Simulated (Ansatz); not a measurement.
What uniaxial strain ε_zz = −0.67 % does to SnO2

Start from SnO2 in the rutile structure (space group P4_2/mnm, No. 136; a = 4.769 Å, c = 3.212 Å). Axes: x, y, z lie along a, b, c of the conventional cell.

The change: uniaxial strain ε_zz = −0.67 %, all other strain components held at zero; the atoms relax in the strained cell.

Method: PBEsol (Ansatz, a quantum-chemistry and plane-wave program, PAW, spin-orbit coupling left out). Γ-centred 7×7×10 mesh, Fermi–Dirac width 0.05 eV.

```csv
quantity,base,changed,shift
volume per atom,12.18 Å³,12.09 Å³,-0.082 Å³
space group,P4_2/mnm (No. 136),P4_2/mnm (No. 136),–
shortest interatomic distance,2.066 Å,2.063 Å,-0.0024 Å
energy relative to the base (free energy F),0 meV/atom,+0.7 meV/atom,+0.7 meV/atom
"pressure (mean of the normal stresses, compression positive)",0.00 GPa,1.57 GPa,+1.57 GPa
band gap,0.92 eV,1.01 eV,+0.09 eV
gap character,direct at Γ,direct at Γ,–
width of the top valence band,1.24 eV,1.26 eV,+0.012 eV
electron mass,"0.17 mₑ along c, 0.19 mₑ across (at Γ)","0.17 mₑ along z, 0.19 mₑ across (at Γ)",–
hole mass,"1.7 mₑ along c, 1.3 mₑ across (at Γ)","1.8 mₑ along z, 1.2 mₑ across (at Γ)",–
"valence-band top at Γ (three highest levels, from the VBM)","0.00, -0.77, -0.77 eV","0.00, -0.79, -0.79 eV",–
"stress (xx, yy, zz, yz, xz, xy; compression positive)",–,"(0.98, 0.98, 2.77, 0.00, 0.00, 0.00) GPa",–
```

Final structure:

```yaml
crystal:
  lattice:
    - [4.76919, 0.00000, 0.00000]
    - [0.00000, 4.76919, 0.00000]
    - [0.00000, 0.00000, 3.19049]
  atoms:
    - { symbol: Sn, position: [0.00000, 0.00000, 0.00000] }
    - { symbol: Sn, position: [0.50000, 0.50000, 0.50000] }
    - { symbol: O, position: [0.30597, 0.30597, 0.00000] }
    - { symbol: O, position: [0.80597, 0.19403, 0.50000] }
    - { symbol: O, position: [0.19403, 0.80597, 0.50000] }
    - { symbol: O, position: [0.69403, 0.69403, 0.00000] }
```

Masses are band curvatures over ±0.01 Å⁻¹ around the edge. Whether these cells are dynamically stable was not tested.
